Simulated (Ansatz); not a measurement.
**What isotropic strain −2.50 % does to Rh**

Base system: Rh in the fcc (Cu type) structure (space group Fm-3m, No. 225; a = 3.832 Å; relaxed with 0.1 eV smearing).

Modification: every lattice vector is shortened by 2.50 %; the atoms relax in the strained cell.

All numbers come from PBE in Ansatz (plane waves to 420 eV, PAW, no spin-orbit coupling). Settings: 29×29×29 k-points, 0.1 eV Fermi–Dirac smearing.

```json
[
 {"quantity": "space group", "base": "Fm-3m (No. 225)", "changed": "Fm-3m (No. 225)", "shift": "–"},
 {"quantity": "energy relative to the base (free energy F)", "base": "0 meV/atom", "changed": "+70 meV/atom", "shift": "+70 meV/atom"},
 {"quantity": "pressure", "base": "0.0 GPa", "changed": "23.5 GPa", "shift": "+23.5 GPa"},
 {"quantity": "band gap", "base": "zero", "changed": "zero", "shift": "–"}
]
```

Stability against distortions was not tested. All final runs are without spin polarisation.

Ansatz is a first-principles code.
